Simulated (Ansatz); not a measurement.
Fluorite PbF2 (high-temperature phase), treated with r²SCAN in Ansatz (PAW).

Settings: plane-wave cutoff 600 eV, 8×8×8 k mesh, finite displacements, scalar-relativistic PAW data made under PBE.

The cell has the measured lattice parameters. Conventional cell: a = 5.9306 Å, b = 5.9306 Å, c = 5.9306 Å, α = 90.00°, β = 90.00°, γ = 90.00°.

```cif
data_F8Pb4
_chemical_formula_sum 'Pb4 F8'
_space_group_name_H-M_alt 'Fm-3m'
_space_group_IT_number 225
_space_group_name_Hall '-F 4 2 3'
_cell_length_a 5.93060
_cell_length_b 5.93060
_cell_length_c 5.93060
_cell_angle_alpha 90.000
_cell_angle_beta 90.000
_cell_angle_gamma 90.000
loop_
_atom_site_label
_atom_site_type_symbol
_atom_site_symmetry_multiplicity
_atom_site_Wyckoff_symbol
_atom_site_fract_x
_atom_site_fract_y
_atom_site_fract_z
_atom_site_occupancy
Pb1 Pb 4 a 0.00000 0.00000 0.00000 1
F1 F 8 c 0.25000 0.25000 0.25000 1
```
(The calculation used a cell of 3 atoms; values per cell refer to that cell.)

Harmonic phonon frequencies (cm⁻¹; i marks an imaginary mode; at Γ without the LO shift):

```
q point                        frequencies
-------  ---------------------------------
Γ            0 0 0 102 102 102 248 248 248
X        52 52 116 130 147 147 160 160 329
L        46 46 100 116 116 168 219 219 296
```

No imaginary mode appears at these points.

Note: the cell isn't this level's own, so it is under some stress, which shifts stiffness and frequencies.

Ansatz is a program for electronic structure.
